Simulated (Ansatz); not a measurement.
ScAl3 in the Cu3Au type structure; conventional cell a = b = c = 4.071 Å, α = β = γ = 90.00°.

The cell was generated from a structure type, relaxed within its symmetry, and need not be the phase found at ambient conditions.

What linear thermal expansion coefficient does the quasi-harmonic free energy on PBEsol in Ansatz (a quantum-chemistry and plane-wave program) give at 950 K, and what isobaric heat capacity per mole of formula units and Grüneisen parameter?

α = 18.8 × 10⁻⁶ K⁻¹; C_P = 111.2 J/(mol K); γ = 1.71. No phase change or melting is allowed for: the numbers belong to this structure as given.
